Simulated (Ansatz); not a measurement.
Cell and atoms of amorphous Hf₁₂La₄O₃₀:

```yaml
crystal:
  lattice:
    - [8.56267, 0.00000, 0.00000]
    - [0.00000, 8.56267, 0.00000]
    - [0.00000, 0.00000, 8.56267]
  atoms:
    - { symbol: Hf, position: [0.62159, 0.22415, 0.63689] }
    - { symbol: Hf, position: [0.21957, 0.42493, 0.53916] }
    - { symbol: Hf, position: [0.18379, 0.04909, 0.55959] }
    - { symbol: Hf, position: [0.16081, 0.73198, 0.81271] }
    - { symbol: Hf, position: [0.00536, 0.74819, 0.42319] }
    - { symbol: Hf, position: [0.81715, 0.54877, 0.70132] }
    - { symbol: Hf, position: [0.93639, 0.16032, 0.87023] }
    - { symbol: Hf, position: [0.67583, 0.56475, 0.32599] }
    - { symbol: Hf, position: [0.43654, 0.18197, 0.30626] }
    - { symbol: Hf, position: [0.36559, 0.80080, 0.19818] }
    - { symbol: Hf, position: [0.01431, 0.53546, 0.11666] }
    - { symbol: Hf, position: [0.44629, 0.51242, 0.93435] }
    - { symbol: La, position: [0.33702, 0.12318, 0.92507] }
    - { symbol: La, position: [0.90319, 0.19418, 0.28917] }
    - { symbol: La, position: [0.50162, 0.81260, 0.60825] }
    - { symbol: La, position: [0.71610, 0.84512, 0.99742] }
    - { symbol: O, position: [0.80108, 0.33389, 0.78690] }
    - { symbol: O, position: [0.62648, 0.64342, 0.80643] }
    - { symbol: O, position: [0.97955, 0.98047, 0.45577] }
    - { symbol: O, position: [0.76916, 0.70722, 0.51534] }
    - { symbol: O, position: [0.93969, 0.66150, 0.90951] }
    - { symbol: O, position: [0.42400, 0.32253, 0.11524] }
    - { symbol: O, position: [0.32874, 0.57117, 0.71759] }
    - { symbol: O, position: [0.12675, 0.25961, 0.68508] }
    - { symbol: O, position: [0.44387, 0.35377, 0.48277] }
    - { symbol: O, position: [0.09379, 0.98224, 0.80675] }
    - { symbol: O, position: [0.08755, 0.50797, 0.34821] }
    - { symbol: O, position: [0.20615, 0.81010, 0.58133] }
    - { symbol: O, position: [0.49308, 0.99910, 0.12678] }
    - { symbol: O, position: [0.54885, 0.64445, 0.11202] }
    - { symbol: O, position: [0.73045, 0.04007, 0.76456] }
    - { symbol: O, position: [0.84643, 0.70726, 0.23096] }
    - { symbol: O, position: [0.46382, 0.67582, 0.38158] }
    - { symbol: O, position: [0.74545, 0.40961, 0.50966] }
    - { symbol: O, position: [0.34041, 0.96904, 0.37333] }
    - { symbol: O, position: [0.86716, 0.05118, 0.06515] }
    - { symbol: O, position: [0.41281, 0.06839, 0.66137] }
    - { symbol: O, position: [0.79649, 0.41973, 0.18083] }
    - { symbol: O, position: [0.03727, 0.58958, 0.62862] }
    - { symbol: O, position: [0.04621, 0.30284, 0.03104] }
    - { symbol: O, position: [0.35490, 0.82936, 0.91906] }
    - { symbol: O, position: [0.13437, 0.77463, 0.21738] }
    - { symbol: O, position: [0.49101, 0.31834, 0.81317] }
    - { symbol: O, position: [0.22535, 0.56948, 0.00233] }
    - { symbol: O, position: [0.19366, 0.22293, 0.38766] }
    - { symbol: O, position: [0.64390, 0.12542, 0.41196] }
```

Methods: PBE, scalar-relativistic without spin-orbit coupling (Ansatz, a quantum-chemistry and plane-wave program); r2SCAN, scalar-relativistic without spin-orbit coupling (Ansatz); HSE06, scalar-relativistic without spin-orbit coupling (Ansatz). Neutral PBE cell, which sets geometry, pressure and energy: sampling: a 2×2×2 Γ-centred mesh; Fermi-Dirac width 0.02 eV; no spin polarisation. Exact exchange is cut at the faces of this 9 Å cell, which leaves hybrid gaps a finite-size error.

It comes from a melt-quench run on a machine-learned potential (CHGNet), relaxed afterwards by DFT. O atoms were pushed apart under 1.9 Å during the dynamics, to hinder bonds among them. The hot cell started wider than the set density and was brought back towards it in steps. It is the lowest in DFT energy of 2 quenches. It is a model cell: composition and starting density were chosen by hand, and all elements were melted together. No dispersion term was used. Its density started from a set value of 8.54 and ended at 8.40 g/cm³. The quench (nominally 280 K/ps over its main leg) was far faster than any real one, so the model tends to hold more defects than a real film. One small periodic cell is one sample of the glass; other quenches scatter about these values. The volume was free in the relaxation, at fixed shape.

**Question.** Give the pressure, the energy against reference phases and the spacing of the highest filled and lowest empty levels.

**Answer.** 
The pressure on a 2×2×2 Γ-centred mesh comes out as 0.00 GPa and the largest force and stress component on that mesh (the relaxation ran on one k-point at (1/4, 1/4, 1/4)) is 0.02 eV/Å and 1.5 GPa. The energy relative to HfO2 (P2_1/c) + hexagonal La2O3 (lowest mix at this level among the phases computed, not always the ambient ones) is 0.107 eV/atom, the gap on a 2×2×2 Γ-centred mesh (PBE) comes out as 4.06 eV and the gap at the zone centre (PBE) is 4.10 eV. The gap at the zone centre (r2SCAN) comes out as 4.56 eV and the gap at the zone centre (HSE06) comes out as 5.71 eV. The distance between the nearest levels spread over more than a fifth of the atoms or a third of the atoms of their main element (six at least) (PBE, zone centre) is 4.10 eV.

**Question.** At PBE and the zone centre, how localised are the states just below and above the Fermi level (participation number: the atoms over which a state spreads)?

**Answer.** The highest filled state is spread over 11.1 atoms' worth, largest on O22, with weights by element (charge in smoothed Voronoi cells) O 0.94, Hf 0.03, La 0.02. The lowest empty state is spread over 14.7 atoms' worth, largest on La13, with weights by element (charge in smoothed Voronoi cells) O 0.40, La 0.37, Hf 0.23.

Bonds are counted up to Hf-Hf 3.34 Å, Hf-La 3.65 Å, Hf-O 2.58 Å, La-La 3.96 Å, La-O 3.00 Å, O-O 1.58 Å. Two cations that share two anions don't count as bonded, nor two that share one unless they lie closer than Hf-Hf 3.25 Å, Hf-La 3.55 Å, La-La 3.85 Å.
